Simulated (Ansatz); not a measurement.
The starting structures come from a database of crystals and need not be the phases stable at ambient conditions.

 Where the default PAW files enter, the runs use the earlier of Ansatz's two default sets.

Inside the gap of an insulator the Bloch states are evanescent, with a wavenumber k + iκ along the transport direction.

Consider the following.

```yaml
crystal:
  lattice:
    - [5.87278, 0.00000, 0.00000]
    - [2.93639, 6.06546, 0.00000]
    - [2.93639, -0.47385, 1.62776]
  atoms:
    - { symbol: Mg, position: [0.00000, 0.00000, 0.00000] }
    - { symbol: Al, position: [0.98332, 0.35001, 0.35001] }
    - { symbol: Al, position: [0.01668, 0.64999, 0.64999] }
    - { symbol: C, position: [0.39659, 0.27008, 0.27008] }
    - { symbol: C, position: [0.60341, 0.72992, 0.72992] }
```

Space group of this cell: P-3m1. The cell is taken as given; by r2SCAN its mean pressure is -2.7 GPa.

Transport runs along the normal of the first two printed cell vectors, the (111) plane of the conventional cell.

The gap is the functional's own. No spin-orbit coupling. Mid-gap values are interpolated on the energy grid.

### Question
Estimate the band gap and the smallest decay constant κ at mid-gap that Ansatz (a program for electronic structure) with r2SCAN returns for this system.

### Answer
Gap 2.12 eV on a 18×18×18 mesh; κ = 0.219 1/Å, at (0.000, 0.500) of the in-plane reciprocal vectors. At the zone centre, at the nearest computed energy, the slowest state has κ = 0.24 1/Å.
